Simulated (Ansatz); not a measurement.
Input:

```
CELL_PARAMETERS angstrom
      2.90421     0.00000     0.00000
      1.45211     2.51512     0.00000
      1.45211    -0.83837     2.41244
ATOMIC_POSITIONS crystal
  Mg 0.00000 0.00000 0.00000
  O  0.00000 0.50000 0.50000
```

No spin polarisation.

All numbers come from plane-wave PAW DFT at the LDA level (Ansatz, a program for electronic structure, 420 eV), no spin-orbit coupling. Settings: 14×14×14 k-points, 0.05 eV Fermi–Dirac smearing.

Problem. Predict the valence-band top at Γ and gap character.

Solution. The valence-band top at Γ (three highest levels, from the VBM) comes out as 0.00, 0.00, -0.14 eV. The gap character comes out as direct at Γ.

The cells carry an imposed strain or load. Whether these cells are dynamically stable was not tested. The cell was made from MgO in the rock salt structure (space group Fm-3m, No. 225) by this change: biaxial strain −1.25 %, plane normal [111], relaxed out of plane.
